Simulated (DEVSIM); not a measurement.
System: CdS/CdTe n-p heterojunction, at 400 K.

Layer 1 from the left is CdS, thickness (μm) 1.80, Nd (cm⁻³) 4.4e17, τn (s) 3.7e-10, τp (s) 3.7e-10. Layer 2 from the left is CdTe, thickness (μm) 0.390, Na (cm⁻³) 3.5e17, τn (s) 3.7e-10, τp (s) 3.7e-10.

Left contact: ohmic. Right contact: ohmic. Voltage is applied to the left contact. Recombination: SRH at mid-gap, Auger. Mobility is μmin + (μ − μmin)/(1 + (N/Nref)^α).

This is a model device: material constants are rounded textbook-type values typed into the input, and sizes, dopings and lifetimes were drawn at random. Values at 300 K; Nc and Nv go as T^1.5, mobilities as T to minus their exponent, the gap by Varshni's rule with the affinity fixed.

CdS: gap (eV) 2.4, affinity (eV) 4.3, permittivity 9, Nc (cm⁻³) 2.2e18, Nv (cm⁻³) 1.8e19, μn (cm²/Vs) 300, μp (cm²/Vs) 25, μn,min 30, μp,min 3, Nref,n 1e17, Nref,p 1e17, αn 0.6, αp 0.6, T exponent of μn 1.5, T exponent of μp 1.5, Cn (cm⁶/s) 1e-30, Cp (cm⁶/s) 1e-30, Varshni α (eV/K) 0.00039, Varshni β (K) 103. CdTe: gap (eV) 1.5, affinity (eV) 4.28, permittivity 10.2, Nc (cm⁻³) 8e17, Nv (cm⁻³) 1.8e19, μn (cm²/Vs) 1000, μp (cm²/Vs) 80, μn,min 100, μp,min 10, Nref,n 1e17, Nref,p 1e17, αn 0.6, αp 0.6, T exponent of μn 1.7, T exponent of μp 1.5, Cn (cm⁶/s) 1e-30, Cp (cm⁶/s) 1e-30, Varshni α (eV/K) 0.00031, Varshni β (K) 108.

DEVSIM, 1D drift-diffusion, Boltzmann statistics, complete ionisation; no tunnelling, impact ionisation, image-force lowering or self-heating. Band offsets follow the typed affinities; no thermionic-emission limit at abrupt steps, no polarisation charge.

Problem. What does the simulation give for the dark forward voltage at 1 A/cm², the dark forward voltage at 100 A/cm², the largest field in the device at zero bias?

Solution. dark forward voltage at 1 A/cm² 0.936 V; dark forward voltage at 100 A/cm² 1.106 V; largest field in the device at zero bias 310000 V/cm.
